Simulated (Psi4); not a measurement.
Psi4 1.11, PBE/def2-tzvp: In(H)2(Et) (C[CH2][InH2]), 10 atoms. The geometry is a generated start, not checked to be a minimum at this level.

```
Quantity                                             Result
--------------------------  -------------------------------
task                                                 energy
method                                                  pbe
basis                                             def2-tzvp
memory                                                 3 GB
maxiter                                                 100
keys of the molecule block                      symmetry c1
scf_type                                       df (default)
guess                        auto, which took SAD (default)
scf_initial_accelerator                     adiis (default)
e_convergence                               1e-06 (default)
d_convergence                               1e-06 (default)
dft_radial_points                              75 (default)
dft_spherical_points                          302 (default)
effective core potentials   those of the basis set, past Kr
basis functions                                         154
grid points                                          216648
```

```xyz
10

In    -0.9497     1.2701     0.8268
H     -1.4690     1.8402     2.4031
H     -1.6913     2.1855    -0.4643
C      0.4726    -0.4310     0.4749
C      0.5011    -0.7960    -1.0035
H      0.1484    -1.2737     1.0893
H      1.4648    -0.1284     0.8212
H      0.8153     0.0566    -1.6102
H     -0.4887    -1.1048    -1.3470
H      1.1963    -1.6185    -1.1904
```

One run each on 2 threads. Values of diis_max_vecs tried: 3, 6, 10 (default), 20.

Task: How does the count of SCF iterations change with diis_max_vecs, and where is it least?

Result: Fewest SCF iterations, within one of each other: 6 with 11, 10 (default) with 10, 20 with 10. The count rises to 17 at 3. All converge to one solution.

```csv
diis_max_vecs,SCF iterations,end
3,17,same solution
6,11,same solution
10 (default),10,same solution
20,10,same solution
```
